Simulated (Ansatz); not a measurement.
We consider WAg (model structure, Fm-3m, No. 225, 2 atoms in the cell), described by PBEsol in Ansatz (plane waves, PAW).

Settings: plane-wave cutoff 520 eV, 18×18×18 k mesh, Fermi–Dirac smearing 0.05 eV, no spin polarisation, scalar-relativistic PAW data made under PBE.

Cell (relaxed at this level):

```xyz
2
Lattice="0.0000 2.6332 2.6332 2.6332 0.0000 2.6332 2.6332 2.6332 0.0000" Properties=species:S:1:pos:R:3 pbc="T T T"
Ag     0.0000     0.0000     0.0000
W      2.6332     2.6332     2.6332
```

Question: Estimate the bulk modulus that the calculation returns.

Answer: 
bulk modulus: 174 GPa

Note: the run has no spin polarisation, so it can have missed a magnetic state; the bulk modulus is −V dP/dV from two relaxed cells at ±2 % in volume; the relaxation could raise the start's symmetry but not lower it, so the cell can be a saddle point.

Spin–orbit coupling is not included.

Computed values are for the static lattice.

A model structure was made by putting elements into a prototype or built by hand; it is no filed structure, need not be a known phase, and can be a saddle point held by its symmetry.

Ansatz is a first-principles code.
